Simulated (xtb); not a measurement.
xtb 6.7.1, GFN2-xTB: Mo(S)(OH)2(OMe)2 (C[O][Mo]([OH])([OH])(=[S])[O]C), 16 atoms. The geometry is a generated start, not checked to be a minimum at this level.

- run flags = --grad
- method = GFN2-xTB
- --acc = 1 (default)
- --etemp (K) = 300 (default)
- basis functions = 52
- valence electrons = 52

```xyz
16

Mo    -0.0162     0.4238     0.5993
S      2.1680     0.5451     0.6483
O     -0.2884    -0.0110     2.3209
H     -0.3672     0.1377     3.2674
O     -0.4261     2.1215     1.0666
H     -0.5990     3.0632     0.9958
O     -0.2302     0.8386    -1.0970
C     -0.0463     1.3268    -2.3748
H     -0.3646     2.3809    -2.4262
H      1.0240     1.2602    -2.6232
H     -0.6244     0.7421    -3.1041
O     -0.1809    -1.2889     0.2053
C     -0.0457    -2.6181     0.5558
H     -0.2405    -2.7326     1.6360
H     -0.7466    -3.2476    -0.0102
H      0.9841    -2.9417     0.3400
```

Charge 0 and multiplicity 1 are set for this test and not shown to be the ground state.

One run each on 1 thread. Values of broydamp tried: 0.02, 0.05, 0.1, 0.2, 0.4 (default), 0.6, 0.8, 1.

Task: Which value of broydamp needs the fewest SCC iterations, and what happens away from it?

Result: Fewest SCC iterations: 0.4 (default) with 15. The count rises to 23 at 0.02. All converge to one solution.

```
broydamp       SCC iterations            end
-------------  --------------  -------------
0.02                       23  same solution
0.05                       21  same solution
0.1                        19  same solution
0.2                        17  same solution
0.4 (default)              15  same solution
0.6                        18  same solution
0.8                        17  same solution
1                          18  same solution
```
